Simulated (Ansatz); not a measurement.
Ansatz (a first-principles code) run on Si (Fd-3m, 2 atoms in the cell): self-consistent single point.

Computed with PBE, PAW files (plane waves; Ansatz).

The change in words: lattice scaled by 0.98. Reference geometry:
```
CELL_PARAMETERS angstrom
      0.00000     2.72185     2.72185
      2.72185     0.00000     2.72185
      2.72185     2.72185     0.00000
ATOMIC_POSITIONS crystal
  Si 0.25000 0.25000 0.25000
  Si 0.00000 0.00000 0.00000
```

Reference input (self-consistent single point, DFT, PBE, plane waves, PAW files): kpoints.mp_grid.grid = 8 8 8; hamiltonian.xc = pbe; hamiltonian.pseudopotentials = {kind: paw} (the program's default PAW files); scf.occupations.method = fermi_dirac; scf.occupations.width = 0.0037 Ry. This run's input differs from it in these lines:

```diff
@@ -3,5 +3,5 @@
   lattice:
-    - [0.00000000, 2.72185000, 2.72185000]
-    - [2.72185000, 0.00000000, 2.72185000]
-    - [2.72185000, 2.72185000, 0.00000000]
+    - [0.00000000, 2.66741300, 2.66741300]
+    - [2.66741300, 0.00000000, 2.66741300]
+    - [2.66741300, 2.66741300, 0.00000000]
   atoms:
```

Log, with long lists cut:

```
SCF iter   1: F=—  HF=-1271.764558 eV  |F-HF|=—  |Δ(HF+E_count)|=         —  Δρ=4.96e-2  dr2=8.49e-1  ethr=3.10e-3  ⟨swp⟩=6.5  Hψ=2212  notcnv=0
all-band conjugate gradients solve this SCF's bands
preconditioner: auto → none
SCF iter   2: F=—  HF=-1271.577723 eV  |F-HF|=—  |Δ(HF+E_count)|=   1.87e-1  Δρ=2.17e-2  dr2=1.39e-1  ethr=3.10e-3  ⟨swp⟩=2.4  Hψ=609  notcnv=0
SCF iter   3: F=—  HF=-1271.551781 eV  |F-HF|=—  |Δ(HF+E_count)|=   2.59e-2  Δρ=1.73e-3  dr2=7.08e-4  ethr=1.74e-3  ⟨swp⟩=2.2  Hψ=333  notcnv=0
SCF iter   4: F=—  HF=-1271.552113 eV  |F-HF|=—  |Δ(HF+E_count)|=   3.31e-4  Δρ=2.33e-4  dr2=1.05e-5  ethr=8.85e-6  ⟨swp⟩=2.0  Hψ=358  notcnv=0
SCF iter   5: F=—  HF=-1271.552107 eV  |F-HF|=—  |Δ(HF+E_count)|=   5.38e-6  Δρ=2.08e-5  dr2=1.92e-7  ethr=1.31e-7  ⟨swp⟩=2.2  Hψ=335  notcnv=0
SCF iter   6: F=-1271.552108 eV  HF=-1271.552108 eV  |F-HF|=3.07e-9  |Δ(HF+E_count)|=   1.27e-7  Δρ=2.10e-6  dr2=2.19e-9  ethr=1.25e-9  ⟨swp⟩=6.0  Hψ=1280  notcnv=0
SCF 1 converged in 6 iterations: F = -1271.552108 eV  dr2 = 2.19e-9
Free energy (F): -1271.552108 eV
Internal energy: -1271.552040 eV  (E = F + TS)
E sigma→0 (E₀):  -1271.552074 eV
Entropy (-TS):   -0.000068 eV (-0.034 meV/atom)
Fermi energy:    7.035897 eV
--- Forces (eV/Å), atoms counted from 1 ---
  atom   1  Si    -0.00000000    -0.00000000    -0.00000000
  atom   2  Si     0.00000000     0.00000000     0.00000000
--- Stress (GPa, compression-positive) ---
        7.839960      -0.000000       0.000000
       -0.000000       7.839960      -0.000000
        0.000000       0.000000       7.839960
  P = ⅓ Tr σ = 7.8400 GPa (78.400 kbar)
  The stress holds the Pulay correction. Without it, at fixed plane waves, as pw.x and ABINIT print it: P = 7.8364 GPa
```

The run converged in 6 iterations. Against the reference run the free energy rises by 32.7 meV/atom, the pressure goes from 1.33 to 7.84 GPa and the gap on the mesh goes from 0.626 to 0.521 eV.

The starting cell comes from a database of computed structures (which also holds hypothetical and non-ambient phases and stackings), without a prior relaxation at this level. For this run, on top of that: lattice scaled by 0.98. With a pressure of about 8 GPa the cell is away from its equilibrium volume at this level. Ansatz's pressure includes its estimate of the finite-basis (Pulay) stress.

Keys are those of Ansatz 0.2.
